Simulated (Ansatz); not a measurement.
Functionals compared on H on the 1x1 (111) surface of fcc Cu, one in a 2x2 cell, started at the site 'bridge Cu-Cu (span 2.6 Å)', in Ansatz (plane waves, PAW). The structure was relaxed with PBE; the other rows are single points on it, each with its references at the same level. Cutoff 420 eV (500 eV for r2SCAN).

Set-up: 17 atoms, 6.2 Å thick at the start under the adsorbate (thin: gaps and levels are the slab's own); mesh 6x6x1; 0.1 eV smearing; dipole correction on; 8 atoms held, the rest relaxed; start symmetry kept, larger cells not searched; no spin, no spin-orbit, no U, no dispersion correction. At the end it is bonded to 3 Cu. In PBE it is, or lies within 0.03 eV of, the lowest of the starts that converged. These notes are the PBE run's. Adsorption energies are against ½ H2(g). A negative adsorption energy means that the adsorbate is more stable on the surface than in its reference.

```
functional  adsorption energy (eV)  work function of the top face (eV)  change of the work function (eV)         rough cost of the single point
----------  ----------------------  ----------------------------------  --------------------------------  -------------------------------------
PBE                          -0.14                                4.75                             -0.02                                      –
RPBE                          0.02                                4.59                             -0.01                 roughly 3 core-minutes
r2SCAN                         ___                                 ___                               ___  about 5 core-minutes (a rough figure)
```

Problem. Fill in the missing entries.

Solution. 
- r2SCAN, adsorption energy (eV): -0.23
- r2SCAN, work function of the top face (eV): 4.78
- r2SCAN, change of the work function (eV): -0.02

Ansatz is a program for electronic structure.
